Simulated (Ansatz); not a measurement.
Start from AlN in the wurtzite structure (space group P6_3mc, No. 186).

```xyz
4
Lattice="3.1138 0.0000 0.0000 -1.5569 2.6966 0.0000 0.0000 0.0000 4.9836" Properties=species:S:1:pos:R:3 pbc="T T T"
Al     0.0000     1.7978     4.9657
Al     1.5569     0.8989     2.4739
N      0.0000     1.7978     1.8857
N      1.5569     0.8989     4.3775
```

The other end (x = 1) is GaN in the wurtzite structure (space group P6_3mc, No. 186): 11.37 Å³/atom, gap 1.88 eV.

Level of theory: PBEsol (Ansatz, a first-principles code, PAW, no SOC).

Ga replaces a fraction x of Al; each row is one arrangement (x, atoms in the cell, starting space group or random), fully relaxed.

One change was made to it. Results:

| quantity | base | after |
|---|---|---|
| band gap | 4.09 eV | 3.28 eV |
| valence-band top at Γ (three highest levels, from the VBM) | 0.00, -0.22, -0.22 eV | 0.00, 0.00, -0.16 eV |

Task: What was done to the base?
A) x(Ga) = 0.667, 12 atoms, Cm
B) x(Ga) = 0.667, 12 atoms, Cmc2_1
C) x(Ga) = 0.25, 8 atoms, P3m1

Result: C, x(Ga) = 0.25, 8 atoms, P3m1. For comparison, the band gap in the other runs: x(Ga) = 0.667, 12 atoms, Cm gives 2.58 eV; x(Ga) = 0.667, 12 atoms, Cmc2_1 gives 2.64 eV.

These are small ordered cells, not random alloys; other orderings at the same x differ. Semilocal Kohn–Sham gaps tend to fall short of experiment. Stability against distortions was not tested.
